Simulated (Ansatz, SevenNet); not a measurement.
**CsCl-type NiAl: properties by level of theory**

Reference values: lattice constant a 2.882 Å (measured, extrapolated to 0 K, zero-point anharmonic expansion removed (Haas, Tran, Blaha 2009); as tabulated in Levämäki et al. (2014), arXiv:1402.3671); formation enthalpy -0.640 ± 0.01 eV/atom (measured, 298 K, copied from a table, unchecked, not corrected to a static lattice; as tabulated in Wang et al. (2021), doi:10.1038/s41598-021-94550-5).

```
level (code)           lattice constant a (Å)  formation enthalpy (eV/atom)
---------------------  ----------------------  ----------------------------
SevenNet-0 (SevenNet)                   2.886                        -0.670
LDA (Ansatz)                            2.832                        -0.703
PBE-D4 (Ansatz)                         2.861                        -0.689
r²SCAN (Ansatz)                         2.863                        -0.676
```

Differences from the reference values (errors of the level alone only where the reference is corrected to a static lattice):

```tsv
level	lattice constant a (%)	formation enthalpy (eV/atom)
SevenNet-0	+0.14	-0.030
LDA	-1.73	-0.063
PBE-D4	-0.73	-0.049
r²SCAN	-0.66	-0.036
```

Nearest: lattice constant a, not ranked (one source); formation enthalpy, not ranked (one source).

Machine-learned potentials (SevenNet-0) are trained on DFT data, which may include these solids.

Ansatz's density-functional and Hartree–Fock values are scalar-relativistic unless marked +SOC, with PAW data made under PBE.

The crystal itself was run without spin with LDA, PBE-D4, r²SCAN.

Differences are worked out from the printed values.

The computed numbers hold no vibrational or temperature effects.

Ansatz is a first-principles code.
